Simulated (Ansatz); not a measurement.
Base system: SiC in the wurtzite structure (space group P6_3mc, No. 186; a = 3.076 Å, c = 5.048 Å). Axes: x lies along a and z along c of the hexagonal cell.

All numbers come from Ansatz (a first-principles code) PBEsol, no spin-orbit coupling, earlier PAW set.

Base values:

- Band gap: 2.13 eV

Modification: uniaxial strain ε_yy = −1.68 %, all other strain components held at zero; the atoms relax in the strained cell.

Question: How does this affect the stress?

Answer: The stress (xx, yy, zz, yz, xz, xy; compression positive) is (2.05, 8.75, 1.00, 0.00, 0.00, 0.00) GPa.

Question: What does the calculation give for the band gap after the change?

Answer: The band gap decreases by 0.175 eV, from 2.13 eV to 1.95 eV.

Question: What does the calculation give for the energy relative to the base after the change?

Answer: The energy increases by 4.7 meV/atom.

Whether these cells are dynamically stable was not tested.
